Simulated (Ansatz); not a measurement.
**KF: response to strain**

Take KF in the rock salt structure (space group Fm-3m, No. 225; a = 5.4208 Å) as the base.

Strains are applied to the cell and any free atomic positions relax.

Calculations: Ansatz (a first-principles code), PBE, PAW, cutoff 420 eV, spin-orbit coupling left out.

Notes on the quantities. energy relative to the base: free energy F.

| isotropic strain (%) | energy relative to the base (meV/atom) |
|---|---|
| -5.94 | 72.5 |
| -3 | 16.4 |
| -2.09 | ? |
| 0 | 0.0 |
| 4.05 | 22.9 |
| 4.79 | 31.1 |

Fit ΔE = Aε² + Bε³ (ε in %) to the rows shown and predict the withheld row.

Least squares on the printed values gives A = 1.66 and B = -0.065 meV/atom (largest residual 0.3 meV/atom); this predicts 7.9 meV/atom, and the run gives 7.7 meV/atom, 0.2 lower.

Stability against distortions was not tested.
